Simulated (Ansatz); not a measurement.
Effect of pressure 9 GPa on ZnO

The reference is ZnO in the wurtzite structure (space group P6_3mc, No. 186; a = 3.187 Å, c = 5.153 Å).

It is then changed as follows: a hydrostatic pressure of 9 GPa.

Method: Ansatz (a quantum-chemistry and plane-wave program), LDA, PAW, cutoff 420 eV, scalar-relativistic without spin-orbit coupling. Γ-centred 12×12×7 mesh, Fermi–Dirac width 0.05 eV.

The density rises by 0.306 g/cm³, from 5.97 g/cm³ to 6.27 g/cm³ and the shortest interatomic distance shrinks by 3.2 pm, from 194.4 pm to 191.2 pm. The enthalpy H = E + PV relative to the base's energy is +0.62 eV/atom and the band gap grows by 0.08 eV to 0.88 eV. The gap character stays direct at Γ and the mean gap deformation potential ΔEg/Δln V comes out as -1.5 eV. The width of the top valence band grows by 0.12 eV (1.93 eV → 2.05 eV) and the electron mass goes from 0.15 mₑ (at Γ) to 0.16 mₑ (at Γ). The valence-band top at Γ (three highest levels, from the VBM) changes from 0.00, 0.00, -0.11 eV to 0.00, 0.00, -0.12 eV.

Final structure:

```
CELL_PARAMETERS angstrom
      3.13370     0.00000     0.00000
     -1.56685     2.71386     0.00000
      0.00000     0.00000     5.06940
ATOMIC_POSITIONS crystal
  Zn 0.33333 0.66667 0.00194
  Zn 0.66667 0.33333 0.50194
  O  0.33333 0.66667 0.38006
  O  0.66667 0.33333 0.88006
```

Load acts through the strain it causes; cell and atoms are relaxed under it. Masses are band curvatures over ±0.01 Å⁻¹ around the edge. No phonon test of stability was made. Tetrahedral semiconductors of this kind turn to denser phases somewhere between about 1 and 50 GPa; those were not computed, so compressed cells here can lie past the real transition.
